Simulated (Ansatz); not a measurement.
The parent structure is ZrSi$_{2}$ (space group Cmcm, No. 63; a = 3.689 Å, b = 14.858 Å, c = 3.667 Å).

Computed with plane-wave PAW DFT at the r2SCAN level (Ansatz, a quantum-chemistry and plane-wave program, 500 eV), scalar-relativistic without spin-orbit coupling.

Before the change:

The pressure comes out as 0.0 GPa.

Modification: the cell is scaled by 1.0461 in all directions; the atoms relax in the strained cell.

Task: How does this affect the largest internal atomic displacement?

Result: The largest internal atomic displacement amounts to 0.032 Å.

Task: Estimate the effect on the pressure.

Result: The pressure (mean of the normal stresses, compression positive) goes from zero to -13.4 GPa.

Whether these cells are dynamically stable was not tested. All final runs are without spin polarisation.
